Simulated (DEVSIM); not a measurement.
**Schottky contact on p-type Si**

Structure: Schottky contact on p-type Si, at 350 K.

```csv
layer (left to right),material,thickness (μm),Na (cm⁻³),τn (s),τp (s)
1,Si,0.650,7.6e15,1e-6,1e-6
```

Left contact: Schottky, work function 4.404 eV, emission velocity 7.2e6 cm/s. Right contact: ohmic. Voltage is applied to the left contact. Recombination: SRH at mid-gap. Gap narrowing is on: ΔEg = 6.92 meV × (l + √(l² + 0.5)), l = ln(N/1.3e17 cm⁻³), shared equally by both band edges. Mobility is constant in doping.

The device is made up for the run: typed textbook-type constants, with dimensions and the other settings drawn at random. Values at 300 K; Nc and Nv go as T^1.5, mobilities as T to minus their exponent, the gap by Varshni's rule with the affinity fixed.

```tsv
parameter	Si
gap (eV)	1.124
affinity (eV)	4.05
permittivity	11.7
Nc (cm⁻³)	2.86e19
Nv (cm⁻³)	3.1e19
μn (cm²/Vs)	1417
μp (cm²/Vs)	470
T exponent of μn	2.3
T exponent of μp	2.2
Varshni α (eV/K)	0.000473
Varshni β (K)	636
```

Model (solved in DEVSIM): 1D drift-diffusion, Boltzmann statistics, complete ionisation; no tunnelling, impact ionisation, image-force lowering or self-heating. Metal contacts follow the ideal Schottky-Mott rule: no Fermi-level pinning, no interface dipoles.

```json
{
  "potential_step_across_the_device_at_zero_bias": "0.499 V",
  "largest_field_in_the_device_at_zero_bias": "33000 V/cm",
  "Dark forward voltage at 1 A/cm²": "0.246 V",
  "Dark forward voltage at 100 A/cm²": "0.412 V"
}
```

Dark forward current:

(V (V), J (A/cm²)): (-0.05, -0.0014); (-0.10, -0.0088); (-0.15, -0.046); (-0.20, -0.23); (-0.25, -1.1); (-0.30, -5.4); (-0.35, -23); (-0.40, -80); (-0.45, -200); (-0.50, -390); (-0.55, -620); (-0.60, -890); (-0.65, -1200); (-0.70, -1500); (-0.75, -1800); (-0.80, -2100)

Dark reverse current:

```json
[
 {"V (V)": "0.40", "J (A/cm²)": "0.00039"},
 {"V (V)": "1.00", "J (A/cm²)": "0.00043"},
 {"V (V)": "2.00", "J (A/cm²)": "0.00047"},
 {"V (V)": "3.00", "J (A/cm²)": "0.00053"},
 {"V (V)": "4.00", "J (A/cm²)": "0.00058"},
 {"V (V)": "6.00", "J (A/cm²)": "0.00069"},
 {"V (V)": "8.00", "J (A/cm²)": "0.00080"},
 {"V (V)": "10.00", "J (A/cm²)": "0.00090"},
 {"V (V)": "13.00", "J (A/cm²)": "0.0011"}
]
```
